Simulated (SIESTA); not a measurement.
Band structure of Au (Fm-3m, 1 atom in the cell).

```
CELL_PARAMETERS angstrom
      0.00000     2.09211     2.09211
      2.09211     0.00000     2.09211
      2.09211     2.09211     0.00000
ATOMIC_POSITIONS crystal
  Au 0.00000 0.00000 0.00000
```

Method of the run: GGA PBE, numerical atomic orbitals DZP, PseudoDojo PBE standard norm-conserving potentials (rewritten from UPF to PSML) (SIESTA).

Settings: XC.functional = GGA; XC.authors = PBE; potentials = PseudoDojo PBE standard; PAO.BasisSize = DZP; PAO.EnergyShift = 0.01 Ry; MeshCutoff = 400 Ry; kgrid.MonkhorstPack = 18 18 18; OccupationFunction = FD; ElectronicTemperature = 100 meV; MaxSCFIterations = 150; SCF.Mixer.Method = Pulay; SCF.Mixer.Weight = 0.25; SCF.Mixer.History = 6; SCF.DM.Tolerance = 1.0E-05.

The starting cell comes from a database of computed structures (which also holds hypothetical and non-ambient phases and stackings), without a prior relaxation at this level. Its lattice was rescaled by a random factor within 2.5 % of one. Spin-orbit coupling is off. Values carry the incompleteness of an atom-centred basis.

Levels in eV from the Fermi level, bands 6 to 11:
| point | 6 | 7 | 8 | 9 | 10 | 11 |
|---|---|---|---|---|---|---|
| Γ | -4.39 | -4.39 | -4.39 | -3.05 | -3.05 | 28.30 |
| X | -6.18 | -2.03 | -1.72 | -1.72 | 1.26 | 6.18 |
| W | -4.76 | -4.76 | -3.12 | -1.72 | 4.79 | 6.26 |
| K | -5.35 | -3.58 | -2.76 | -2.10 | 4.06 | 4.55 |
| L | -4.40 | -4.40 | -1.99 | -1.99 | -0.59 | 2.76 |
| U | -5.35 | -3.58 | -2.76 | -2.10 | 4.06 | 4.55 |

Bands cross the Fermi level along this path, so the cell is metallic at this level.

Higher empty bands are left out: an atom-centred basis made for the valence describes them poorly.
